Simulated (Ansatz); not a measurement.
# BeSe (model structure, started from the CsCl type, Pm-3m, No. 221, 2 atoms in the cell)

Method: PBE-D3(BJ) (Ansatz, an electronic-structure program, PAW).

Numerical settings: plane-wave cutoff 500 eV, 14×14×14 k mesh, Fermi–Dirac smearing 0.05 eV, scalar-relativistic PAW data made under PBE.

Cell (relaxed at this level):

```cif
data_BeSe
_chemical_formula_sum 'Be1 Se1'
_space_group_name_H-M_alt 'Pm-3m'
_space_group_IT_number 221
_space_group_name_Hall '-P 4 2 3'
_cell_length_a 3.05284
_cell_length_b 3.05284
_cell_length_c 3.05284
_cell_angle_alpha 90.000
_cell_angle_beta 90.000
_cell_angle_gamma 90.000
loop_
_atom_site_label
_atom_site_type_symbol
_atom_site_symmetry_multiplicity
_atom_site_Wyckoff_symbol
_atom_site_fract_x
_atom_site_fract_y
_atom_site_fract_z
_atom_site_occupancy
Be1 Be 1 a 0.00000 0.00000 0.00000 1
Se1 Se 1 b 0.50000 0.50000 0.50000 1
```

For BeSe (model structure, started from the CsCl type, Pm-3m, No. 221, 2 atoms in the cell), the band gap is zero (no gap).

Note: the relaxation could raise the start's symmetry but not lower it, so the cell can be a saddle point.

Spin–orbit coupling is not included.

A model structure was made by putting elements into a prototype or built by hand; it is no filed structure, need not be a known phase, and can be a saddle point held by its symmetry.
